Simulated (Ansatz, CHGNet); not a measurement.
# L1₀ (CuAu-type) TiAl: properties by level of theory

Reference values: lattice constant a 2.826 Å (measured, temperature not stated, no zero-point or thermal correction, P4/mmm two-atom cell, a_fct/√2; as tabulated in Zope and Mishin (2003), arXiv:cond-mat/0306298); lattice parameter c 4.077 Å (measured, temperature not stated, no zero-point or thermal correction; as tabulated in Zope and Mishin (2003), arXiv:cond-mat/0306298); formation enthalpy -0.38 eV/atom (measured, temperature not stated, no zero-point or thermal correction; as tabulated in Zope and Mishin (2003), arXiv:cond-mat/0306298).

```json
[
 {"level (code)": "CHGNet 0.3.0", "lattice constant a (Å)": "2.770", "c axis length (Å)": "4.250", "formation enthalpy (eV/atom)": "…"},
 {"level (code)": "CHGNet-r²SCAN", "lattice constant a (Å)": "…", "c axis length (Å)": "…", "formation enthalpy (eV/atom)": "-0.508"},
 {"level (code)": "LDA (Ansatz)", "lattice constant a (Å)": "…", "c axis length (Å)": "4.002", "formation enthalpy (eV/atom)": "…"},
 {"level (code)": "PBEsol (Ansatz)", "lattice constant a (Å)": "…", "c axis length (Å)": "…", "formation enthalpy (eV/atom)": "…"},
 {"level (code)": "r²SCAN (Ansatz)", "lattice constant a (Å)": "…", "c axis length (Å)": "…", "formation enthalpy (eV/atom)": "-0.453"}
]
```

Question: What belongs in the gaps?

Answer: 
- CHGNet 0.3.0, formation enthalpy (eV/atom): -0.460
- CHGNet-r²SCAN, lattice constant a (Å): 2.733
- CHGNet-r²SCAN, c axis length (Å): 4.309
- LDA (Ansatz, a quantum-chemistry and plane-wave program), lattice constant a (Å): 2.765
- LDA (Ansatz), formation enthalpy (eV/atom): -0.423
- PBEsol (Ansatz), lattice constant a (Å): 2.795
- PBEsol (Ansatz), c axis length (Å): 4.038
- PBEsol (Ansatz), formation enthalpy (eV/atom): -0.411
- r²SCAN (Ansatz), lattice constant a (Å): 2.812
- r²SCAN (Ansatz), c axis length (Å): 4.062

Differences from the reference values (errors of the level alone only where the reference is corrected to a static lattice):

| level | lattice constant a (%) | lattice parameter c (%) | formation enthalpy (eV/atom) |
|---|---|---|---|
| CHGNet 0.3.0 | -1.98 | +4.24 | -0.080 |
| CHGNet-r²SCAN | -3.29 | +5.69 | -0.128 |
| LDA | -2.16 | -1.84 | -0.043 |
| PBEsol | -1.10 | -0.96 | -0.031 |
| r²SCAN | -0.50 | -0.37 | -0.073 |

Nearest: lattice constant a, not ranked (reference at room or unstated temperature); lattice parameter c, not ranked (reference at room or unstated temperature); formation enthalpy, not ranked (one source).

Machine-learned potentials (CHGNet 0.3.0, CHGNet-r²SCAN) are trained on DFT data: a solid inside that data is no test of them.

Ansatz's density-functional and Hartree–Fock values are scalar-relativistic unless marked +SOC, with PAW data made under PBE.

The crystal itself was run without spin with r²SCAN; a magnetic state was not tried in these runs.

Differences are worked out from the printed values.

Static lattice: no zero-point or thermal effects.
